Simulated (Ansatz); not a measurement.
LaBr₃ (P6₃/m, No. 176), treated with r²SCAN+SOC (Ansatz, a program for electronic structure, plane waves, PAW).

Numerical settings: plane-wave cutoff 560 eV, 6×6×8 k mesh (along the axes of the cell as run), Fermi–Dirac smearing 0.01 eV, PAW data made under PBE.

Results at a series of volumes:

| V (Å³/atom) | E − E_lowest (meV/atom) | P (GPa) |
|---|---|---|
| 30.572 | 4.99 | 1.315 |
| 31.209 | 1.21 | 0.615 |
| 31.846 | 0.00 | 0.005 |
| 32.483 | 1.01 | -0.505 |
| 33.119 | 3.87 | -0.930 |

**Question.** What bulk modulus B0 and pressure derivative B′ does a third-order Birch–Murnaghan fit give?

**Answer.** V0 = 31.857 Å³/atom, B0 = 27.6 GPa, B′ = 7.3 (fit to the energies at full precision).

Shape and atoms are relaxed at each volume.

Note: the bulk modulus comes from volumes at which shape and atoms were relaxed.
